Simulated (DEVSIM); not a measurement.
Structure: abrupt GaAs n-p junction, at 400 K.

| layer (left to right) | material | thickness (μm) | Nd (cm⁻³) | Na (cm⁻³) | τn (s) | τp (s) |
|---|---|---|---|---|---|---|
| 1 | GaAs | 22.0 | 3.2e16 | - | 1.7e-9 | 1.7e-9 |
| 2 | GaAs | 34.0 | - | 8.4e13 | 1.7e-9 | 1.7e-9 |

Left contact: ohmic. Right contact: ohmic. Voltage is applied to the left contact. Recombination: SRH at mid-gap, Auger. Mobility is μmin + (μ − μmin)/(1 + (N/Nref)^α).

Constants are typed, rounded textbook-type inputs, not results; the design itself was drawn at random and stands for no fabricated device. Values at 300 K; Nc and Nv go as T^1.5, mobilities as T to minus their exponent, the gap by Varshni's rule with the affinity fixed.

| parameter | GaAs |
|---|---|
| gap (eV) | 1.424 |
| affinity (eV) | 4.07 |
| permittivity | 12.9 |
| Nc (cm⁻³) | 4.7e17 |
| Nv (cm⁻³) | 9e18 |
| μn (cm²/Vs) | 8500 |
| μp (cm²/Vs) | 400 |
| μn,min | 500 |
| μp,min | 20 |
| Nref,n | 6e16 |
| Nref,p | 1.5e17 |
| αn | 0.39 |
| αp | 0.38 |
| T exponent of μn | 2.1 |
| T exponent of μp | 2.2 |
| Cn (cm⁶/s) | 1e-30 |
| Cp (cm⁶/s) | 1e-30 |
| Varshni α (eV/K) | 0.000541 |
| Varshni β (K) | 204 |

DEVSIM, 1D drift-diffusion, Boltzmann statistics, complete ionisation; no tunnelling, impact ionisation, image-force lowering or self-heating.

Question: Tabulate band edges, carrier densities and field at zero bias.

Answer: Energies count from the Fermi level of the right contact; mesh points crowd at the junctions.

```tsv
x (μm)	Ec (eV)	Ev (eV)	n (cm⁻³)	p (cm⁻³)	field (V/cm)
0.000	0.107	-1.270	3.2e16	1400	≈ 0
0.04819	0.107	-1.270	3.2e16	1400	≈ 0
0.1929	0.107	-1.270	3.2e16	1400	≈ 0
0.6276	0.107	-1.270	3.2e16	1400	≈ 0
2.917	0.107	-1.270	3.2e16	1400	≈ 0
8.810	0.107	-1.270	3.2e16	1400	≈ 0
17.34	0.107	-1.270	3.2e16	1400	≈ 0
20.94	0.107	-1.270	3.2e16	1400	≈ 0
21.66	0.107	-1.270	3.2e16	1400	≈ 0
21.90	0.109	-1.268	3.1e16	1400	490
21.98	0.130	-1.248	1.7e16	2600	7300
22.04	0.180	-1.197	3.9e15	11000	7400
22.17	0.251	-1.126	4.9e14	90000	4600
22.55	0.401	-0.976	6.4e12	6900000	3500
24.48	0.862	-0.515	9900000	4.5e12	1300
29.51	0.963	-0.414	530000	8.4e13	≈ 0
43.23	0.963	-0.414	530000	8.4e13	≈ 0
51.77	0.963	-0.414	530000	8.4e13	≈ 0
55.08	0.963	-0.414	530000	8.4e13	≈ 0
55.71	0.963	-0.414	530000	8.4e13	≈ 0
55.92	0.963	-0.414	530000	8.4e13	≈ 0
56.00	0.963	-0.414	530000	8.4e13	≈ 0
```
